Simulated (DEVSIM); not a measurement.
Device: illuminated GaAs p-on-n cell, one wavelength, at 250 K.

Layer 1 from the left is GaAs, thickness (μm) 0.0760, Na (cm⁻³) 1.1e18, τn (s) 4.5e-11, τp (s) 6.1e-10, absorption coefficient (cm⁻¹) 5000. Layer 2 from the left is GaAs, thickness (μm) 3.80, Nd (cm⁻³) 1e15, τn (s) 1.8e-9, τp (s) 1.8e-9, absorption coefficient (cm⁻¹) 5000.

Left contact: ohmic, minority electron recombination velocity 2e5 cm/s. Right contact: ohmic, minority hole recombination velocity 10000 cm/s. Voltage is applied to the left contact. Recombination: SRH at mid-gap, radiative, Auger. Light enters at the left, 7.9e17 photons cm⁻² s⁻¹, one pass, no reflection. Mobility is constant in doping.

This is a model device: material constants are rounded textbook-type values typed into the input, and sizes, dopings and lifetimes were drawn at random. Values at 300 K; Nc and Nv go as T^1.5, mobilities as T to minus their exponent, the gap by Varshni's rule with the affinity fixed.

GaAs: gap (eV) 1.424, affinity (eV) 4.07, permittivity 12.9, Nc (cm⁻³) 4.7e17, Nv (cm⁻³) 9e18, μn (cm²/Vs) 8500, μp (cm²/Vs) 400, T exponent of μn 2.1, T exponent of μp 2.2, B (cm³/s) 2e-10, Cn (cm⁶/s) 1e-30, Cp (cm⁶/s) 1e-30, Varshni α (eV/K) 0.000541, Varshni β (K) 204.

Model (solved in DEVSIM): 1D drift-diffusion, Boltzmann statistics, complete ionisation; no tunnelling, impact ionisation, image-force lowering or self-heating.

Dark forward current:

| |V| (V) | |J| (A/cm²) |
|---|---|
| 0.05 | 2.509e-12 |
| 0.10 | 1.012e-11 |
| 0.15 | 3.481e-11 |
| 0.20 | 1.158e-10 |
| 0.25 | 3.823e-10 |
| 0.30 | 1.260e-9 |
| 0.35 | 4.160e-9 |
| 0.40 | 1.376e-8 |
| 0.45 | 4.563e-8 |
| 0.50 | 1.518e-7 |
| 0.55 | 5.073e-7 |
| 0.60 | 1.703e-6 |
| 0.65 | 5.751e-6 |
| 0.70 | 1.959e-5 |
| 0.75 | 6.751e-5 |
| 0.80 | 0.0002373 |
| 0.85 | 0.0008633 |
| 0.90 | 0.003356 |
| 0.95 | 0.01472 |
| 1.00 | 0.07744 |
| 1.05 | 0.4901 |
| 1.10 | 3.190 |
| 1.15 | 15.78 |
| 1.20 | 59.78 |
| 1.25 | 216.3 |
| 1.30 | 809.7 |

Task: Work out the local ideality factor n = ΔV / (kT/q · ln(J2/J1)) between the rows 0.10 and 0.15 V, 1.05 and 1.10 V, 1.25 and 1.30 V.

Result: kT/q = 21.54 mV. From 0.10 to 0.15 V: ln(3.481e-11/1.012e-11) = 1.235, n = 1.88, near the 2 of recombination in the depletion region. From 1.05 to 1.10 V: ln(3.190/0.4901) = 1.873, n = 1.24. From 1.25 to 1.30 V: ln(809.7/216.3) = 1.320, n = 1.76.

Task: What current could the absorbed light give at most, and what share is collected?

Result: Σ αd = 1.94, so qΦ(1 − exp(−Σ αd)) = 108 mA/cm². The simulated short-circuit current is 90.19 mA/cm², a share of 0.83.

Task: Estimate the open-circuit voltage by superposition: the voltage at which the dark current equals that short-circuit current.

Result: Interpolating ln J in the table gives 1.004 V. The simulation gives 0.998 V; the estimate lies 6 mV above. Superposition holds where collection doesn't change with voltage.

Task: Estimate the fill factor from FF0 = (v − ln(v + 0.72))/(v + 1), v = qVoc/(nkT), with n from the dark curve.

Result: The rows about Voc, 0.95 and 1.00 V, give n = 1.40, so v = 33.1 and FF0 = 0.868. The simulation gives 0.727; the estimate lies 19 % above.
